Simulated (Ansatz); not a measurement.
We consider L1₂ (Cu3Au-type) Ni₃Fe, described by LDA (Ansatz, a program for electronic structure, plane waves, PAW).

Run with plane-wave cutoff 520 eV, 16×16×16 k mesh, Fermi–Dirac smearing 0.05 eV, spin-polarised with parallel moments, scalar-relativistic PAW data made under PBE.

Response to compression and expansion:

| V (Å³/atom) | P (GPa) | moment (μB per cell of 4 atoms) |
|---|---|---|
| 9.612 | 18.47 | 4.51 |
| 9.817 | 11.71 | 4.53 |
| 10.021 | 5.69 | 4.55 |
| 10.226 | 0.34 | 4.57 |
| 10.430 | -4.42 | 4.60 |
| 10.635 | -8.64 | 4.63 |
| 10.839 | -12.40 | 4.66 |
